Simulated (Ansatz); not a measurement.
Take ZrO2 (space group P4_2/nmc, No. 137; a = 3.621 Å, c = 5.284 Å) as the base. Axes: x, y, z lie along a, b, c of the conventional cell.

One thing is altered: uniaxial stress, 5 GPa tension along z, with the cell and atoms free to relax against it.

Levels (all Ansatz, an electronic-structure program, PAW, earlier PAW set): PBE (420 eV, scalar-relativistic without spin-orbit coupling); HSE06 (420 eV, scalar-relativistic without spin-orbit coupling).

The geometry is relaxed with PBE.

| Item | Value |
|---|---|
| PBE band gap | 4.14 eV |

What does HSE06 give at this geometry for the band gap?

The band gap grows by 1.616 eV, from 4.14 eV to 5.75 eV.

Single points use the geometry relaxed with PBE. HSE06 gaps are upper bounds (no full band path). Load acts through the strain it causes; cell and atoms are relaxed under it. Stability under load was not tested beyond the relaxation. This is not the structure that ZrO2 has at room temperature and ambient pressure.
